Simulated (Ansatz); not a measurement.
rock-salt TaN (1 1 0) on diamond (1 1 0) (film strained to the substrate, faces as cut)

A periodic stack without vacuum, rock-salt TaN (1 1 0) on diamond (1 1 0) (film strained to the substrate, faces as cut): substrate slab C72, film N12Ta12, surface cells [[-1, 2], [-1, -1]] and [[0, 2], [-1, 0]], film strained by -1.0 and -1.0 %, faces C/C and NTa/NTa as cut (like faces can put a slab off its formula).

The start was prepared with a machine-learned potential, and the result is one local minimum, with the in-plane cell held and forces under 0.04 eV/Å; the film can end far from its bulk form.

These are PBE (plane waves to 420 eV, PAW; Ansatz, a program for electronic structure) values and carry that method's errors. Spin–orbit coupling is left out; the runs are not spin-polarised; PBE gaps are too small against experiment. Its k-point mesh 4×6×1, Fermi–Dirac width 0.05 eV.

```
Item                                                                                       Value
-------------------------------------------------------------------------------  ---------------
interface area                                                                           27.1 Å²
period                                                                                   25.98 Å
gaps between the outermost planes at the two interfaces                          1.72 and 1.72 Å
C–Ta contacts across the interfaces within 1.22 times the sum of covalent radii  16, mean 2.45 Å
hole barrier (PBE)                                                                       0.62 eV
electron barrier (PBE)                                                                   3.50 eV
```

```yaml
crystal:
  lattice:
    - [6.18256, -0.00027, 0.20947]
    - [-0.00001, 4.37424, 0.00592]
    - [1.90499, -2.15251, 26.05559]
  atoms:
    - { symbol: C, position: [0.96408, 0.63137, 0.08844] }
    - { symbol: C, position: [0.30096, 0.30606, 0.08912] }
    - { symbol: C, position: [0.63265, 0.96667, 0.09008] }
    - { symbol: C, position: [0.05259, 0.30893, 0.08971] }
    - { symbol: C, position: [0.38600, 0.97620, 0.08951] }
    - { symbol: C, position: [0.71694, 0.63829, 0.08887] }
    - { symbol: C, position: [0.31711, 0.78740, 0.04176] }
    - { symbol: C, position: [0.64872, 0.43359, 0.04457] }
    - { symbol: C, position: [0.98615, 0.10697, 0.04222] }
    - { symbol: C, position: [0.40612, 0.44980, 0.03899] }
    - { symbol: C, position: [0.73901, 0.11825, 0.04518] }
    - { symbol: C, position: [0.08163, 0.81232, 0.04859] }
    - { symbol: C, position: [0.59005, 0.01872, 0.18724] }
    - { symbol: C, position: [0.92316, 0.68521, 0.18691] }
    - { symbol: C, position: [0.25687, 0.35260, 0.18683] }
    - { symbol: C, position: [0.67338, 0.68527, 0.18698] }
    - { symbol: C, position: [0.00690, 0.35272, 0.18702] }
    - { symbol: C, position: [0.34016, 0.01964, 0.18701] }
    - { symbol: C, position: [0.94521, 0.16235, 0.13835] }
    - { symbol: C, position: [0.27874, 0.82980, 0.13826] }
    - { symbol: C, position: [0.61191, 0.49392, 0.13848] }
    - { symbol: C, position: [0.02936, 0.83084, 0.13854] }
    - { symbol: C, position: [0.36260, 0.49681, 0.13799] }
    - { symbol: C, position: [0.69454, 0.16069, 0.13878] }
    - { symbol: C, position: [0.21312, 0.39952, 0.28416] }
    - { symbol: C, position: [0.54636, 0.06604, 0.28434] }
    - { symbol: C, position: [0.87967, 0.73267, 0.28423] }
    - { symbol: C, position: [0.29640, 0.06626, 0.28423] }
    - { symbol: C, position: [0.62971, 0.73268, 0.28426] }
    - { symbol: C, position: [0.96311, 0.39950, 0.28424] }
    - { symbol: C, position: [0.56826, 0.54226, 0.23565] }
    - { symbol: C, position: [0.90156, 0.20930, 0.23565] }
    - { symbol: C, position: [0.23488, 0.87611, 0.23560] }
    - { symbol: C, position: [0.65146, 0.20903, 0.23577] }
    - { symbol: C, position: [0.98507, 0.87626, 0.23561] }
    - { symbol: C, position: [0.31833, 0.54276, 0.23551] }
    - { symbol: C, position: [0.83587, 0.77949, 0.38150] }
    - { symbol: C, position: [0.16948, 0.44673, 0.38133] }
    - { symbol: C, position: [0.50262, 0.11300, 0.38159] }
    - { symbol: C, position: [0.91939, 0.44647, 0.38146] }
    - { symbol: C, position: [0.25269, 0.11352, 0.38145] }
    - { symbol: C, position: [0.58607, 0.77966, 0.38151] }
    - { symbol: C, position: [0.19123, 0.92308, 0.33284] }
    - { symbol: C, position: [0.52455, 0.58951, 0.33287] }
    - { symbol: C, position: [0.85783, 0.25626, 0.33287] }
    - { symbol: C, position: [0.27459, 0.58973, 0.33276] }
    - { symbol: C, position: [0.60783, 0.25624, 0.33294] }
    - { symbol: C, position: [0.94128, 0.92309, 0.33287] }
    - { symbol: C, position: [0.45835, 0.15896, 0.47911] }
    - { symbol: C, position: [0.79156, 0.82489, 0.47857] }
    - { symbol: C, position: [0.12640, 0.49510, 0.47831] }
    - { symbol: C, position: [0.54220, 0.82598, 0.47884] }
    - { symbol: C, position: [0.87573, 0.49344, 0.47875] }
    - { symbol: C, position: [0.20905, 0.16188, 0.47862] }
    - { symbol: C, position: [0.81403, 0.30303, 0.43009] }
    - { symbol: C, position: [0.14755, 0.97050, 0.43012] }
    - { symbol: C, position: [0.48078, 0.63612, 0.43009] }
    - { symbol: C, position: [0.89779, 0.97057, 0.43019] }
    - { symbol: C, position: [0.23090, 0.63707, 0.42986] }
    - { symbol: C, position: [0.56407, 0.30317, 0.43027] }
    - { symbol: C, position: [0.08198, 0.53752, 0.57190] }
    - { symbol: C, position: [0.41479, 0.20609, 0.57812] }
    - { symbol: C, position: [0.73921, 0.84333, 0.56845] }
    - { symbol: C, position: [0.17227, 0.22224, 0.57252] }
    - { symbol: C, position: [0.50376, 0.86839, 0.57538] }
    - { symbol: C, position: [0.83479, 0.54881, 0.57489] }
    - { symbol: C, position: [0.43497, 0.67956, 0.52757] }
    - { symbol: C, position: [0.76834, 0.34681, 0.52739] }
    - { symbol: C, position: [0.10399, 0.01753, 0.52824] }
    - { symbol: C, position: [0.51996, 0.34973, 0.52797] }
    - { symbol: C, position: [0.85689, 0.02444, 0.52866] }
    - { symbol: C, position: [0.18832, 0.68918, 0.52702] }
    - { symbol: N, position: [0.62378, 0.03639, 0.66564] }
    - { symbol: N, position: [0.09957, 0.99554, 0.66642] }
    - { symbol: N, position: [0.32950, 0.53565, 0.71916] }
    - { symbol: N, position: [0.84677, 0.53451, 0.71100] }
    - { symbol: N, position: [0.07121, 0.07261, 0.77670] }
    - { symbol: N, position: [0.52913, 0.06516, 0.78060] }
    - { symbol: N, position: [0.74920, 0.58316, 0.84042] }
    - { symbol: N, position: [0.29116, 0.59078, 0.83651] }
    - { symbol: N, position: [0.49070, 0.12004, 0.89793] }
    - { symbol: N, position: [0.97336, 0.12133, 0.90613] }
    - { symbol: N, position: [0.19647, 0.61958, 0.95155] }
    - { symbol: N, position: [0.72062, 0.65996, 0.95069] }
    - { symbol: Ta, position: [0.34048, 0.03261, 0.71113] }
    - { symbol: Ta, position: [0.83309, 0.03554, 0.71967] }
    - { symbol: Ta, position: [0.57760, 0.53634, 0.64445] }
    - { symbol: Ta, position: [0.13037, 0.47394, 0.64879] }
    - { symbol: Ta, position: [0.77554, 0.08107, 0.83657] }
    - { symbol: Ta, position: [0.24255, 0.09326, 0.84248] }
    - { symbol: Ta, position: [0.04467, 0.57472, 0.78055] }
    - { symbol: Ta, position: [0.57755, 0.56264, 0.77467] }
    - { symbol: Ta, position: [0.24277, 0.11943, 0.97270] }
    - { symbol: Ta, position: [0.68963, 0.18172, 0.96839] }
    - { symbol: Ta, position: [0.47969, 0.62308, 0.90601] }
    - { symbol: Ta, position: [0.98718, 0.62038, 0.89748] }
```
